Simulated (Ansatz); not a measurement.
**PbSe, response to strain**

Base system: PbSe in the rock salt structure (space group Fm-3m, No. 225; a = 6.102 Å). Axes: x, y, z lie along the cube axes.

Strains are applied to the cell and any free atomic positions relax; under biaxial strain the out-of-plane vector relaxes too.

Method: PBEsol (Ansatz, a quantum-chemistry and plane-wave program, PAW, without spin-orbit coupling).

Notes on the quantities. energy relative to the base: free energy F.

| case | band gap | out-of-plane strain | energy relative to the base | shortest interatomic distance |
|---|---|---|---|---|
| base | 0.17 eV | – | 0 meV/atom | 3.051 Å |
| biaxial strain −2.50 %, plane normal [001], relaxed out of plane | zero | – | +18 meV/atom | 2.975 Å |
| biaxial strain −2.00 %, plane normal [001], relaxed out of plane | zero | – | +11 meV/atom | 2.990 Å |
| biaxial strain −1.50 %, plane normal [001], relaxed out of plane | 0.06 eV | +0.25 % | +6.2 meV/atom | 3.005 Å |
| biaxial strain −1.00 %, plane normal [001], relaxed out of plane | 0.10 eV | +0.17 % | +2.7 meV/atom | 3.020 Å |
| biaxial strain +0.50 %, plane normal [001], relaxed out of plane | 0.20 eV | -0.08 % | +0.6 meV/atom | 3.048 Å |
| biaxial strain +1.00 %, plane normal [001], relaxed out of plane | 0.22 eV | -0.16 % | +2.5 meV/atom | 3.046 Å |
| biaxial strain +1.50 %, plane normal [001], relaxed out of plane | 0.25 eV | -0.24 % | +5.5 meV/atom | 3.043 Å |
| biaxial strain +2.50 %, plane normal [001], relaxed out of plane | 0.29 eV | -0.41 % | +15 meV/atom | 3.038 Å |
| biaxial strain +3.00 %, plane normal [001], relaxed out of plane | 0.31 eV | -0.50 % | +21 meV/atom | 3.036 Å |

With Pb present, leaving out spin-orbit coupling can change the band edges. Whether these cells are dynamically stable was not tested. The final runs are not spin-polarised. Gaps under 0.05 eV, about the width of the smearing, are given as zero. The zero or small gap of PbSe can change with the level of theory.
